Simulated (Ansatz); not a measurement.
Relaxation of the outer planes of the (111) surface of rock-salt ZrN in its 1x1 cell (cut with top plane Zr, bottom plane Zr), outermost plane spacing 1.33 Å in the ideal cut (one of several cuts of this face), with 1 Zr a cell over the bulk's ratio.

All values below come from PBE (plane waves to 420 eV, PAW; Ansatz, a quantum-chemistry and plane-wave program).

Model: 9-atom slab, N4Zr5, 10.6 Å thick at the start, 13x13x1 mesh, Fermi-Dirac 0.1 eV, dipole correction, all atoms relaxed; symmetry of the start imposed; no spin, no spin-orbit, no U.

```csv
plane,atoms,bulk spacing to the next (Å),relaxed spacing (Å),change (%),rumpling (Å)
1,Zr,1.326,1.263,-4.7,0.00
2,N,1.326,1.301,-1.9,0.00
```
